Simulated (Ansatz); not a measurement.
# A computed series for CsHS: response to strain

Consider CsHS (space group I4/m, No. 87; a = 8.402 Å, c = 9.300 Å; a cell from a computed database, its experimental status unchecked). Axes: x, y, z lie along a, b, c of the conventional cell.

Strains are applied to the cell and any free atomic positions relax.

Computed with DFT with PBE, PAW potentials and a 420 eV plane-wave cutoff in Ansatz (a first-principles code), no SOC.

Candidates:
(a) isotropic strain +0.77 %
(b) tensor shear ε_xz = −3.06 %
(c) uniaxial strain ε_yy = +1.08 %

Base values:

```
Quantity    Value
--------  -------
Band gap  3.44 eV
```

Q: Order them by band gap, lowest first.

A: (a) isotropic strain +0.77 % (3.36 eV), (c) uniaxial strain ε_yy = +1.08 % (3.39 eV), (b) tensor shear ε_xz = −3.06 % (3.44 eV)

Stability against distortions was not tested.
